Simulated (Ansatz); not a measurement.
BAs (model structure, started from the BeO type, P4₂/mnm, No. 136, 8 atoms in the cell)

All values below come from r²SCAN+rVV10 (Ansatz, a first-principles code, PAW).

Run with plane-wave cutoff 560 eV, 6×6×10 k mesh (along the axes of the cell as run), Fermi–Dirac smearing 0.01 eV, scalar-relativistic PAW data made under PBE.

Cell (relaxed at this level):

AsB is modelled in the tetragonal space group P4₂/mnm (No. 136), Pearson symbol tP8. Conventional cell: a = b = 5.844 Å, c = 3.366 Å, α = β = γ = 90.00°. B on 4g sees 4 As at 2.047–2.099 Å. As on 4f has 4 B at 2.047–2.099 Å. (Neighbours: up to the widest gap in distance over summed covalent radii, below 1.35, at either atom.)

```json
{
  "band_gap": "0.83 eV (indirect)",
  "smallest_direct_gap_on_the_k_points_sampled": "1.29 eV"
}
```

Note: the relaxation could raise the start's symmetry but not lower it, so the cell can be a saddle point.

Spin–orbit coupling is not included.

A model structure was made by putting elements into a prototype or built by hand; it is no filed structure, need not be a known phase, and can be a saddle point held by its symmetry.
